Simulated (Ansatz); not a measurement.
The reference is a 20-atom supercell of Sb in the A7 type structure (space group R-3m, No. 166) at its relaxed geometry.

```yaml
crystal:
  lattice:
    - [6.40270, 1.23220, 3.57258]
    - [-2.13423, 6.16100, 7.14515]
    - [0.00000, -4.92880, 7.14515]
  atoms:
    - { symbol: Sb, position: [0.04778, 0.14334, 0.19112] }
    - { symbol: Sb, position: [0.04778, 0.14334, 0.69112] }
    - { symbol: Sb, position: [0.44778, 0.34334, 0.29112] }
    - { symbol: Sb, position: [0.44778, 0.34334, 0.79112] }
    - { symbol: Sb, position: [0.24778, 0.74334, 0.49112] }
    - { symbol: Sb, position: [0.24778, 0.74334, 0.99112] }
    - { symbol: Sb, position: [0.84778, 0.54334, 0.39112] }
    - { symbol: Sb, position: [0.84778, 0.54334, 0.89112] }
    - { symbol: Sb, position: [0.64778, 0.94334, 0.59112] }
    - { symbol: Sb, position: [0.64778, 0.94334, 0.09112] }
    - { symbol: Sb, position: [0.15222, 0.45666, 0.60888] }
    - { symbol: Sb, position: [0.15222, 0.45666, 0.10888] }
    - { symbol: Sb, position: [0.55222, 0.65666, 0.70888] }
    - { symbol: Sb, position: [0.55222, 0.65666, 0.20888] }
    - { symbol: Sb, position: [0.35222, 0.05666, 0.90888] }
    - { symbol: Sb, position: [0.35222, 0.05666, 0.40888] }
    - { symbol: Sb, position: [0.95222, 0.85666, 0.80888] }
    - { symbol: Sb, position: [0.95222, 0.85666, 0.30888] }
    - { symbol: Sb, position: [0.75222, 0.25666, 0.00888] }
    - { symbol: Sb, position: [0.75222, 0.25666, 0.50888] }
```

The values are results of PBEsol-D3(BJ)/PAW in Ansatz (a program for electronic structure), without spin-orbit coupling, not measurements.

Before the change:

| Item | Value |
|---|---|
| Pressure | 0.0 GPa |
| Mean distance from the defect site to its nearest host atoms | 2.91 Å |

It is then changed as follows: a neutral Pt on a Sb site, atoms relaxed at fixed cell, starting from a slightly rattled geometry.

**Question.** Predict the new largest displacement of a host atom from its site in the perfect cell, pressure and mean distance from the defect site to its nearest host atoms.

**Answer.** The largest displacement of a host atom from its site in the perfect cell is 0.36 Å; the pressure goes from zero to -3.3 GPa; the mean distance from the defect site to its nearest host atoms falls by 0.21 Å (2.91 Å → 2.70 Å).

In so small a cell the defect repeats every few ångströms: this is an ordered compound, not a dilute defect. The final runs are not spin-polarised. The defect cell is not spin-polarised.
